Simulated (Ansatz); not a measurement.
Consider BN in the zinc blende structure (space group F-43m, No. 216).

```
CELL_PARAMETERS angstrom
      0.00000     1.80486     1.80486
      1.80486     0.00000     1.80486
      1.80486     1.80486     0.00000
ATOMIC_POSITIONS crystal
  B  0.00000 0.00000 0.00000
  N  0.25000 0.25000 0.25000
```

Cartesian axes are those of the cell as printed.

All numbers come from DFT with r2SCAN, PAW potentials and a 500 eV plane-wave cutoff in Ansatz (a quantum-chemistry and plane-wave program), without spin-orbit coupling.

Now apply this change: the cell is compressed by 2.00 % along z with no lateral relaxation, atoms relaxed at fixed cell.

### Question
Predict the stress tensor and what it implies for the stiffness.

### Answer
Stress of the strained cell less that of the base (GPa, compression positive):
```
   3.89    0.00    0.00
   0.00    3.89    0.00
   0.00    0.00   16.85
```

Then −Δσ_ii/ε with ε = -0.0200 gives secant stiffness values (nonlinear terms included at this strain): C33 ≈ 842 GPa, C13 ≈ 195 GPa and C23 ≈ 195 GPa.

As a check, the harmonic strain energy −½ V₀ Δσ:ε is 6.2 meV/atom; the computed energy rise is 6.1 meV/atom.

Whether these cells are dynamically stable was not tested.
